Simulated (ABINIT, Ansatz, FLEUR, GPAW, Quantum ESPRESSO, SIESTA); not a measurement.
# One structure in several programs: Sc3Al (P6_3/mmc, 8 atoms in the cell)

Self-consistent single point.

```yaml
crystal:
  lattice:
    - [6.17693, 0.00000, 0.00000]
    - [-3.08847, 5.34938, 0.00000]
    - [0.00000, 0.00000, 4.97099]
  atoms:
    - { symbol: Sc, position: [0.82880, 0.17120, 0.75000], spin: 1.0 }
    - { symbol: Sc, position: [0.17120, 0.82880, 0.25000], spin: 1.0 }
    - { symbol: Sc, position: [0.65760, 0.82880, 0.25000], spin: 1.0 }
    - { symbol: Sc, position: [0.34240, 0.17120, 0.75000], spin: 1.0 }
    - { symbol: Sc, position: [0.82880, 0.65760, 0.75000], spin: 1.0 }
    - { symbol: Sc, position: [0.17120, 0.34240, 0.25000], spin: 1.0 }
    - { symbol: Al, position: [0.66667, 0.33333, 0.25000] }
    - { symbol: Al, position: [0.33333, 0.66667, 0.75000] }
```
(The spins are starting values, not results.)

All programs got the same cell, k-point mesh and kind of occupations, and the same starting moments (in Ansatz's words: kpoints.mp_grid.grid = 3 3 3; magnetization.spin_polarized = true; scf.occupations.method = fermi_dirac; scf.occupations.width = 0.05 eV); potentials, basis and cutoffs are each program's usual ones.

```csv
code,model,pressure (GPa),largest force (eV/Å),k-points,cutoff
Quantum ESPRESSO,"LDA (PW92), PseudoDojo standard norm-conserving (LDA) pseudopotentials",-1.55,0.024,6,80 Ry
ABINIT,"LDA (PW92), PAW (JTH v2.0 LDA PAW)",-1.44,0.020,6,30 Ha
Ansatz,"LDA (PW92), PAW files made with PBE",-1.49,0.020,6,default
FLEUR,"LDA (Perdew-Zunger), all-electron FLAPW (FLEUR), scalar-relativistic valence",–,0.011,6,Kmax 3.8 1/bohr
SIESTA,"LDA PW92, numerical atomic orbitals DZP, PseudoDojo LDA standard norm-conserving potentials (rewritten from UPF to PSML)",-2.38,0.011,14,grid 300 Ry
GPAW,"LDA (Perdew-Wang 92), GPAW PAW datasets LDA (gpaw-data 1.0.1)",-1.43,0.016,6,800 eV
```

A dash marks a value that a program does not give, or that is left out as unsure.

The spread over the programs that give each value: pressure within 0.95 GPa; largest force within 0.013 eV/Å.

The starting cell comes from a database of computed structures (which also holds hypothetical and non-ambient phases and stackings), without a prior relaxation at this level. Its lattice was rescaled by a random factor within 2.5 % of one. On Ansatz's run: The starting moments vanished: the run ended non-magnetic. The program warned that a starting moment was not kept. Without a gap this mesh is coarse (it stands for a supercell whose shortest vector is 15 Å).

### Question
Why do the programs differ, and what cannot be compared?

### Answer
Differences of this kind can come from the potentials, where these differ, and from what each basis and cutoff leave unconverged. The zero of total energies and Fermi levels follows the potentials and each program's conventions, so they are not compared here. SIESTA uses small atom-centred bases, whose incompleteness enters pressures, forces and empty levels differently from a plane-wave cutoff. FLEUR treats all electrons, but the usual bases taken here (sphere radii, linearisation, local orbitals, empty states) were not tested for convergence, so the values are no reference for the others. Ansatz's pressure is given at a fixed set of plane waves, as the other plane-wave codes print theirs. The programs reduce the same mesh by symmetry to different extents, which changes the work and not the result.

The shared mesh is coarse (it stands for a supercell whose shortest vector is 15 Å), so the values are not converged in it.

Left out of this page: Elk (unsound by tests on forces, stress, charge or solver warnings).

Ansatz is a first-principles code.

Keys are those of Ansatz 0.2.
